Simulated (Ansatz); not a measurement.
Amorphous In24O38Ti, 63 atoms at 6.46 g/cm³, one PBE-relaxed geometry, zone centre. Methods: PBE, scalar-relativistic without spin-orbit coupling (Ansatz, a quantum-chemistry and plane-wave program); r2SCAN, scalar-relativistic without spin-orbit coupling (Ansatz); HSE06, scalar-relativistic without spin-orbit coupling (Ansatz). Plane waves to 420 eV (r2SCAN 500 eV); exact exchange is cut at the cell's faces. At PBE the levels at the filled edge of the gap are localised (band-tail or defect states). All rungs ran without spin polarisation.

It comes from a melt-quench run on a machine-learned potential (CHGNet), relaxed afterwards by DFT. O atoms were pushed apart under 1.9 Å during the dynamics, to hinder bonds among them. The hot cell started wider than the set density and was brought back towards it in steps. It is the lowest in DFT energy of 2 quenches. It is a model cell: composition and starting density were chosen by hand, and all elements were melted together. No dispersion term was used. Its density started from a set value of 6.37 and ended at 6.46 g/cm³. The simulated quench (nominally 330 K/ps over its main leg) is rapid and tends to freeze in more defects than a deposited or slowly cooled glass has. Values belong to this one cell and scatter from quench to quench. The volume was free in the relaxation, at fixed shape. Stress components on the final sampling reach 1.8 GPa.

The relaxation ran on the zone centre alone. At PBE the level gap is 0.55 eV on a 2×2×2 Γ-centred mesh, and the spacing at the zone centre alone 0.56 eV.

What zone-centre spacing does r2SCAN give, roughly?

0.99 eV (+0.42 eV against PBE).

What zone-centre spacing does HSE06 give, roughly?

1.96 eV (+1.39 eV against PBE).

The highest filled and the lowest empty state spread over these numbers of atoms (participation numbers): PBE: 4.6 and 59.2; r2SCAN: 4.2 and 58.9; HSE06: 4.5 and 58.7.
